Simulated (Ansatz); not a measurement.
The parent structure is Sn in the diamond structure (space group Fd-3m, No. 227; a = 6.656 Å; relaxed with 0.1 eV smearing). Axes: x, y, z lie along the cube axes.

The values are results of PBE, PAW, 420 eV (Ansatz, an electronic-structure program; without spin-orbit coupling), not measurements.

Strains are applied to the cell and any free atomic positions relax; under biaxial strain the out-of-plane vector relaxes too.

One change was made to it. Results:

```tsv
quantity	base	after
energy relative to the base (free energy F)	0 meV/atom	+11 meV/atom
pressure (mean of the normal stresses, compression positive)	0.0 GPa	-1.0 GPa
```

### Question
Which of these changes matches the shifts?
A. biaxial strain +3.00 %, plane normal [001], relaxed out of plane
B. biaxial strain +1.00 %, plane normal [001], relaxed out of plane
C. biaxial strain +0.50 %, plane normal [001], relaxed out of plane
D. biaxial strain −2.00 %, plane normal [001], relaxed out of plane

### Answer
A, biaxial strain +3.00 %, plane normal [001], relaxed out of plane. For comparison, the energy relative to the base in the other runs: biaxial strain −2.00 %, plane normal [001], relaxed out of plane gives +5.4 meV/atom; biaxial strain +0.50 %, plane normal [001], relaxed out of plane gives +0.3 meV/atom; biaxial strain +1.00 %, plane normal [001], relaxed out of plane gives +1.3 meV/atom.

Whether these cells are dynamically stable was not tested.
